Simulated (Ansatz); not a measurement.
Effect of Zr on a O site (antisite), symmetric start on ZrO2

The parent structure is a 12-atom supercell of ZrO$_{2}$ in the fluorite structure (space group Fm-3m, No. 225; a = 5.0641 Å) at its relaxed geometry.

It is then changed as follows: one O atom is replaced by Zr, atoms relaxed at fixed cell.

Calculations: PBEsol, PAW, 420 eV (Ansatz, a program for electronic structure; spin-orbit coupling left out). k-mesh 5×5×5 (Γ-centred); smearing 0.01 eV (Fermi–Dirac).

The largest displacement of a host atom from its site in the perfect cell is 0.20 Å.

The magnetic state is the one reached from the starting moments; the real material's order can differ, and small cells can't hold many antiferromagnetic ones. The cell is small, so the values are those of an ordered compound at a high defect concentration; dilute-limit values will differ. The defect started on the symmetric site and kept its symmetry, so it may sit on a saddle. Starting moments died away, wholly or in part, for Zr on a O site (antisite); another magnetic solution may exist. The defect cell is spin-polarised and ends with 0.3 μB, a fractional moment that hangs on the mesh and smearing. This is not the structure that ZrO2 has at room temperature and ambient pressure.
